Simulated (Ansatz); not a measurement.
Interstitial H in zinc-blende BN, relaxed from 2 sites or starts (void with 4N nearest; bound to N, open side); at each charge the lowest end counts.

Method: PBE, PAW (plane waves to 420 eV; Ansatz, a first-principles code). Details: 64-site cell; 2×2×2 shifted k-points; host gap 4.46 eV; charged states image-corrected; finite-size errors of tenths of an eV; flagged in the runs: for some of the defects a doubtful potential alignment, a strain field that reaches the edge of the cell.

```
charge        neighbours at the lowest end (Å)  corrected energy + q E_VBM, against the first (eV)
------  --------------------------------------  --------------------------------------------------
+1      N 1.01, B 1.40, N 1.74, B 1.87, B 1.87                                                0.00
0                               N 1.05, B 1.31                                                3.06
−1                              B 1.10, N 1.35                                                7.40
```

Charges from +1 to −1 were run. The lines E(q) + q E_F give the stable charge, which changes above the valence-band maximum at (+1/0) at 3.06 eV; (0/−1) at 4.34 eV.
